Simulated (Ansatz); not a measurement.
Fluorite PtAl2, relaxed in Ansatz (plane waves) with several semilocal functionals. Each gives its own volume and its own bulk modulus:

```json
[
 {"level": "PBEsol-D3(BJ)", "V0 (Å³/atom)": "16.624", "bulk modulus B0 (GPa)": "148.0", "ln V0": "2.8108", "ln B0": "4.9972"},
 {"level": "r²SCAN+rVV10", "V0 (Å³/atom)": "17.044", "bulk modulus B0 (GPa)": "144.2", "ln V0": "2.8358", "ln B0": "4.9712"},
 {"level": "revPBE", "V0 (Å³/atom)": "17.748", "bulk modulus B0 (GPa)": "125.0", "ln V0": "2.8763", "ln B0": "4.8283"},
 {"level": "RPBE", "V0 (Å³/atom)": "17.824", "bulk modulus B0 (GPa)": "123.5", "ln V0": "2.8805", "ln B0": "4.8162"},
 {"level": "rVV10", "V0 (Å³/atom)": "17.829", "bulk modulus B0 (GPa)": "122.4", "ln V0": "2.8808", "ln B0": "4.8073"},
 {"level": "BLYP", "V0 (Å³/atom)": "18.090", "bulk modulus B0 (GPa)": "114.4", "ln V0": "2.8954", "ln B0": "4.7397"}
]
```

Problem. Fit a straight line to ln B0 against ln V0. What does it predict for LDA, whose volume is 16.711 Å³/atom?

Solution. With x = ln V0 and y = ln B0: means 2.86327 and 4.85998; Σ(Δx Δy) = -0.01621, Σ(Δx²) = 0.005314, so the slope is -3.05. At x = 2.8161 the line gives y = 4.85998 + (-3.05) × (2.8161 − 2.86327) = 5.0038, or 149.0 GPa. The run with LDA gives 145.3 GPa, -2.5 % from the line. The rows used scatter about it by up to 2.8 %, while the largest value lies 29 % above the smallest.

The crystal itself was run without spin with PBEsol-D3(BJ), LDA, r²SCAN+rVV10, revPBE, RPBE, rVV10, BLYP; a magnetic state was not tried in these runs.

Ansatz's density-functional and Hartree–Fock values are scalar-relativistic unless marked +SOC, with PAW data made under PBE.

Ansatz is an electronic-structure program.
